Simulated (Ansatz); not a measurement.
SiC under load (space group P6_3mc): band-edge transport data

Here is the system:

```yaml
crystal:
  lattice:
    - [3.12670, 0.00000, 0.00000]
    - [-1.56335, 2.70780, 0.00000]
    - [0.00000, 0.00000, 5.13318]
  atoms:
    - { symbol: Si, position: [0.33333, 0.66667, 0.99956] }
    - { symbol: Si, position: [0.66667, 0.33333, 0.49956] }
    - { symbol: C, position: [0.33333, 0.66667, 0.37544] }
    - { symbol: C, position: [0.66667, 0.33333, 0.87544] }
```

Level of theory: PBE with spin-orbit coupling, rigid bands (plane waves, PAW; Ansatz, a first-principles code). Condition of this run: hydrostatic pressure of -10 GPa (compression positive) (the target of the relaxation). Geometry: cell and atoms relaxed with PBEsol, then loaded as said.

```yaml
band_gap: 2.36 eV
electron conductivity mass (300 K, dilute): 0.46 (x), 0.46 (y), 0.27 (z) mₑ
hole conductivity mass (300 K, dilute): 1.15 (x), 1.15 (y), 1.47 (z) mₑ
effective density of states N_c (300 K): 1.2e19 cm⁻³
effective density of states N_v (300 K): 6.2e19 cm⁻³
density_of_states_mass_electrons: 0.59 mₑ
density_of_states_mass_holes: 1.82 mₑ
Seebeck coefficient, n-type 1e19 cm⁻³, 300 K: -236 μV/K
Seebeck coefficient, p-type 1e19 cm⁻³, 300 K: 386 μV/K
```

Rigid bands; masses and Seebeck coefficients take one relaxation time τ for all states and one kind of carrier; polarons and phonon drag are left out. Geometry: cell and atoms relaxed with PBEsol.
